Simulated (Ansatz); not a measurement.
Base system: PtTe2 (space group P-3m1, No. 164; a = 4.009 Å, c = 4.960 Å; layered; relaxed with 0.1 eV smearing). Axes: x lies along a and z along c of the hexagonal cell.

All numbers come from Ansatz (a first-principles code) PBEsol-D3(BJ), spin-orbit coupling left out.

Perturbation: uniaxial strain ε_zz = +2.50 %, all other strain components held at zero; the atoms relax in the strained cell.

### Question
Predict the stress tensor and what it implies for the stiffness.

### Answer
Stress of the strained cell less that of the base (GPa, compression positive):
```
   -1.3     0.0     0.0
    0.0    -1.3     0.0
    0.0     0.0    -2.2
```

Then −Δσ_ii/ε with ε = 0.0250 gives secant stiffness values (nonlinear terms included at this strain): C33 ≈ 88 GPa, C13 ≈ 53 GPa and C23 ≈ 53 GPa.

As a check, the harmonic strain energy −½ V₀ Δσ:ε is 3.9 meV/atom; the computed energy rise is 4.1 meV/atom.

No phonon test of stability was made. The final runs are not spin-polarised.
